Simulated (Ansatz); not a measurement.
Cell and atoms of amorphous Ti20O43Lu2:

```
CELL_PARAMETERS angstrom
      9.78968    -0.22800     0.13995
     -0.22800     9.22068    -0.15377
      0.13995    -0.15377     9.23724
ATOMIC_POSITIONS crystal
  Ti 0.60287 0.27438 0.58026
  Ti 0.21003 0.12504 0.99412
  Ti 0.87571 0.43292 0.00755
  Ti 0.30352 0.40784 0.81852
  Ti 0.48621 0.03368 0.36714
  Ti 0.93548 0.48079 0.31799
  Ti 0.20867 0.39393 0.20860
  Ti 0.37156 0.77507 0.91742
  Ti 0.13617 0.65021 0.69449
  Ti 0.67056 0.95055 0.06801
  Ti 0.67712 0.67352 0.52065
  Ti 0.38851 0.48010 0.47168
  Ti 0.48314 0.69399 0.21913
  Ti 0.93670 0.85545 0.99423
  Ti 0.39247 0.05319 0.73774
  Ti 0.93263 0.91067 0.55041
  Ti 0.75330 0.14054 0.82931
  Ti 0.21697 0.12114 0.39102
  Ti 0.65028 0.59997 0.90648
  Ti 0.15012 0.77079 0.26410
  O  0.03908 0.43587 0.10993
  O  0.79838 0.39314 0.18859
  O  0.12587 0.45168 0.75669
  O  0.34420 0.00073 0.96244
  O  0.97094 0.34607 0.43222
  O  0.19072 0.73688 0.85619
  O  0.65822 0.14105 0.03782
  O  0.27713 0.61754 0.57020
  O  0.60990 0.58893 0.13424
  O  0.63576 0.12469 0.45125
  O  0.05508 0.01433 0.96266
  O  0.87132 0.06824 0.68188
  O  0.01562 0.84420 0.38107
  O  0.76412 0.31271 0.65689
  O  0.27597 0.93930 0.33056
  O  0.90160 0.27126 0.88722
  O  0.24383 0.18697 0.79624
  O  0.41090 0.57101 0.88030
  O  0.37174 0.09024 0.53919
  O  0.32319 0.73905 0.12626
  O  0.25202 0.33417 0.41787
  O  0.83180 0.90630 0.14896
  O  0.65433 0.61800 0.70859
  O  0.81874 0.59053 0.42462
  O  0.56629 0.14041 0.75448
  O  0.84297 0.62903 0.94481
  O  0.42008 0.37701 0.65630
  O  0.38438 0.48966 0.25091
  O  0.56157 0.79200 0.97376
  O  0.75143 0.85410 0.52329
  O  0.07795 0.08712 0.51771
  O  0.12713 0.57381 0.31710
  O  0.66804 0.40821 0.94001
  O  0.56226 0.89063 0.24318
  O  0.56899 0.40541 0.43168
  O  0.16248 0.18485 0.20136
  O  0.44218 0.17110 0.25539
  O  0.50617 0.67439 0.42479
  O  0.05159 0.75958 0.10584
  O  0.99401 0.77026 0.66325
  O  0.77839 0.94259 0.89147
  O  0.28946 0.34051 0.01745
  O  0.41330 0.86311 0.73394
  Lu 0.98971 0.26833 0.64561
  Lu 0.57966 0.35091 0.17250
```

Methods: PBE, scalar-relativistic without spin-orbit coupling (Ansatz, a first-principles code); r2SCAN, scalar-relativistic without spin-orbit coupling (Ansatz); HSE06, scalar-relativistic without spin-orbit coupling (Ansatz). Neutral PBE cell, which sets geometry, pressure and energy: sampling: a 2×2×2 Γ-centred mesh; Fermi-Dirac width 0.02 eV; no spin polarisation. Exact exchange is cut at the faces of this 9 Å cell, which leaves hybrid gaps a finite-size error.

A CHGNet melt-quench gave the starting glass, which DFT then relaxed. O atoms were pushed apart under 1.9 Å during the dynamics, to hinder bonds among them. The hot cell started wider than the set density and was brought back towards it in steps. It is the lowest in DFT energy of 2 quenches. It is a model cell: composition and starting density were chosen by hand, and all elements were melted together. No dispersion term was used. Its density started from a set value of 4.11 and ended at 3.98 g/cm³. Cooling (nominally 360 K/ps over its main leg) ran many orders faster than in experiment, which tends to leave more defects and strain. One small periodic cell is one sample of the glass; other quenches scatter about these values. Volume and shape were free in the relaxation.

**Question.** Give the pressure and the spacing of the highest filled and lowest empty levels.

**Answer.** 
```json
{
  "Pressure on a 2×2×2 Γ-centred mesh": "-0.02 GPa",
  "Largest force and stress component on that mesh (the relaxation ran on the zone centre alone)": "0.07 eV/Å and 0.1 GPa",
  "Level gap on a 2×2×2 Γ-centred mesh (PBE)": "2.68 eV",
  "Level gap at the zone centre (PBE)": "2.71 eV",
  "Level gap at the zone centre (r2SCAN)": "3.06 eV",
  "Level gap at the zone centre (HSE06)": "4.27 eV",
  "Distance between the nearest levels spread over more than a fifth of the atoms or a third of the atoms of their main element (six at least) (PBE, zone centre)": "2.79 eV"
}
```

**Question.** At PBE and the zone centre, how localised are the states just below and above the Fermi level (participation number: the atoms over which a state spreads)?

**Answer.** The highest filled state is spread over 13.8 atoms' worth, largest on O35, with weights by element (charge in smoothed Voronoi cells) O 0.94, Ti 0.06, Lu 0.00. The lowest empty state is spread over 4.4 atoms' worth, largest on Ti7, with weights by element (charge in smoothed Voronoi cells) Ti 0.78, O 0.21, Lu 0.01.

At PBE the levels at the empty edge of the gap are localised (band-tail or defect states).

Neighbours within Ti-Ti 3.12 Å, Ti-O 2.44 Å, Ti-Lu 3.62 Å, O-O 1.58 Å, O-Lu 2.78 Å, Lu-Lu 4.11 Å count as bonded. Two cations that share two anions don't count as bonded, nor two that share one unless they lie closer than Ti-Ti 3.04 Å, Ti-Lu 3.52 Å, Lu-Lu 4.00 Å.

Added carriers, by Ansatz with PBE, scalar-relativistic without spin-orbit coupling on the zone centre alone. Charged cells keep the cell fixed and stand in a uniform background, with no image correction, at a width of 0.01 eV; where the count is odd the moment is locked at 1 μB, unless the neutral cell bore moments. Each starts from the undistorted neutral geometry alone. PBE's self-interaction favours spread-out carriers, so it can miss traps that a hybrid finds.

**Question.** What happens at PBE when the cell takes an extra electron and the atoms relax?

**Answer.** Relaxation lowers the charged cell by 0.11 eV. The largest moves are O25 0.07 Å, O41 0.06 Å, O58 0.06 Å, O49 0.05 Å. The level that holds the added charge spreads over 5.6 atoms' worth, most on Ti7 (weight 0.40): a localised (trapped) carrier, which neighbours of that atom can share. No bond crosses its cut-off with a change of over 0.15 Å (metal-metal contacts aside). Made neutral again at that geometry, the cell lies +0.22 eV from the neutral start.

**Question.** What happens at PBE when the cell takes a hole and the atoms relax?

**Answer.** Relaxation lowers the charged cell by 0.10 eV. The largest moves are O39 0.09 Å, O35 0.09 Å, Ti8 0.06 Å, O63 0.05 Å. The level that was emptied spreads over 7.8 atoms' worth, most on O35 (weight 0.28): a partly localised carrier. No bond crosses its cut-off with a change of over 0.15 Å (metal-metal contacts aside). Made neutral again at that geometry, the cell lies +0.25 eV from the neutral start.
